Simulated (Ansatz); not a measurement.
The reference is InAgTe₂ in the chalcopyrite structure (space group I-42d, No. 122; a = 6.432 Å, c = 12.766 Å).

Computed with PBEsol (Ansatz, a first-principles code, PAW, scalar-relativistic without spin-orbit coupling).

| level | band gap |
|---|---|
| PBEsol | 0.08 eV |

From these computed values, estimate the measured ones, and say how each level misses.

Measured: band gap 1.04 eV (temperature not stated; as listed in Arghya Ghosh et al., Phys. Rev. B (2024)). Computed minus measured — band gap: PBEsol -0.96 eV. Measured values not marked as corrected hold thermal and zero-point effects that the static-lattice runs lack. A measured gap can be an optical one, lowered by exciton binding. Levels without spin-orbit coupling miss its effect on the gap.

Spin-orbit coupling, missing from the scalar runs, can matter with Te. Stability against distortions was not tested. A zero or small gap of InAgTe2 can be the functional's error rather than a property of the material.
